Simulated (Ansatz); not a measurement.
**TiC, pressure series**

Take TiC in the rock salt structure (space group Fm-3m, No. 225; a = 4.2932 Å) as the base.

Cell and atoms are relaxed at each pressure.

All numbers come from plane-wave PAW DFT at the PBEsol level (Ansatz, an electronic-structure program, 420 eV), no spin-orbit coupling.

Two rows of this table had their results exchanged by mistake.

```json
[
 {"pressure": "pressure −2 GPa", "volume per atom (Å³)": "9.72", "shortest distance (Å)": "2.134", "band gap": "zero"},
 {"pressure": "pressure −1 GPa", "volume per atom (Å³)": "9.93", "shortest distance (Å)": "2.149", "band gap": "zero"},
 {"pressure": "pressure 0.3 GPa", "volume per atom (Å³)": "9.88", "shortest distance (Å)": "2.146", "band gap": "zero"},
 {"pressure": "pressure 0.7 GPa", "volume per atom (Å³)": "9.87", "shortest distance (Å)": "2.145", "band gap": "zero"},
 {"pressure": "pressure 1.5 GPa", "volume per atom (Å³)": "9.84", "shortest distance (Å)": "2.143", "band gap": "zero"},
 {"pressure": "pressure 3 GPa", "volume per atom (Å³)": "9.78", "shortest distance (Å)": "2.139", "band gap": "zero"},
 {"pressure": "pressure 5 GPa", "volume per atom (Å³)": "9.97", "shortest distance (Å)": "2.152", "band gap": "zero"},
 {"pressure": "pressure 7.5 GPa", "volume per atom (Å³)": "9.63", "shortest distance (Å)": "2.128", "band gap": "zero"},
 {"pressure": "pressure 10 GPa", "volume per atom (Å³)": "9.55", "shortest distance (Å)": "2.122", "band gap": "zero"}
]
```

Which two?

The rows for pressure −2 GPa and pressure 5 GPa: the volume has to fall steadily with pressure, so 9.97 Å³ belongs to pressure −2 GPa and 9.72 Å³ to pressure 5 GPa.

Load acts through the strain it causes; cell and atoms are relaxed under it. Stability against distortions was not tested. Competing high-pressure phases were not computed. The base started in Pnma and relaxed to Fm-3m at this level. All final runs are without spin polarisation.
